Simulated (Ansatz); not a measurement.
The reference is Si in the diamond structure (space group Fd-3m, No. 227; a = 5.402 Å).

The values are results of Ansatz (a first-principles code), LDA, PAW, cutoff 420 eV, scalar-relativistic without spin-orbit coupling, not measurements.

Base values:

The gap character is indirect, Γ → Γ–X (87 % along). The hole mass is 0.17, 0.26, 0.26 mₑ (at Γ).

Modification: an isotropic linear strain of +0.50 %; the atoms relax in the strained cell.

Task: What happens to the gap character?

Result: The gap character remains indirect, Γ → Γ–X (87 % along).

Task: Predict the new hole mass.

Result: The hole mass (degenerate bands, along [100]) changes from 0.17, 0.26, 0.26 mₑ (at Γ) to 0.16, 0.26, 0.26 mₑ (at Γ).

Effective masses come from finite differences of ±0.01 Å⁻¹. Whether these cells are dynamically stable was not tested.
